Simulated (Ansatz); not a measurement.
Base system: Hf in the hcp (Mg type) structure (space group P6_3/mmc, No. 194; a = 3.158 Å, c = 5.004 Å; relaxed with 0.1 eV smearing). Axes: x lies along a and z along c of the hexagonal cell.

Level of theory: PBEsol/PAW in Ansatz (a first-principles code), spin-orbit coupling left out.

For the base:

- Shortest interatomic distance: 3.096 Å

The change: uniaxial strain ε_xx = +0.50 %, all other strain components held at zero, atoms relaxed at fixed cell.

Question: Estimate the effect on the stress, shortest interatomic distance and energy relative to the base.

Answer: The stress (xx, yy, zz, yz, xz, xy; compression positive) comes out as (-0.9, -0.4, -0.4, 0.0, 0.0, 0.0) GPa; the shortest interatomic distance stays essentially unchanged (3.096 Å against 3.098 Å); the energy hardly moves.

No phonon test of stability was made. The final runs are not spin-polarised.
